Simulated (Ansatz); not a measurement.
**PBE against PBEsol: Al2O3, pressure 9 GPa**

The parent structure is Al2O3 in the corundum structure (space group R-3c, No. 167; a = 4.8080 Å, c = 13.1216 Å (hexagonal axes)).

(Cell as relaxed with PBE.)

Levels (all Ansatz, an electronic-structure program, PAW, earlier PAW set): PBE (420 eV, without spin-orbit coupling); PBEsol (420 eV, spin-orbit coupling left out).

Each level relaxes its own structure.

```tsv
base	PBE	PBEsol
volume per atom	8.76 Å³	8.56 Å³
lattice parameter a	4.808 Å	4.773 Å
band gap	5.86 eV	6.04 eV
```

The change: a hydrostatic pressure of 9 GPa.

```json
[
 {"quantity": "shift of the gap caused by the change", "PBE": "+0.44 eV", "PBEsol": "+0.42 eV"},
 {"quantity": "lattice parameter a", "PBE": "4.752 Å", "PBEsol": "4.721 Å"},
 {"quantity": "band gap", "PBE": "6.30 eV", "PBEsol": "6.46 eV"},
 {"quantity": "electron mass", "PBE": "0.41 mₑ along c, 0.38 mₑ across (at Γ)", "PBEsol": "0.42 mₑ along c, 0.38 mₑ across (at Γ)"}
]
```

PBE's shift of the gap caused by the change lies 0.02 eV above PBEsol's; PBE's lattice parameter a lies 0.0317 Å above PBEsol's (0.7 %); PBE's band gap lies 0.16 eV below PBEsol's. Neither level is exact; PBEsol is the comparison here, not a measurement.

Load acts through the strain it causes; cell and atoms are relaxed under it. Masses are band curvatures over ±0.01 Å⁻¹ around the edge. Stability against distortions was not tested. No other phases were tried under pressure.
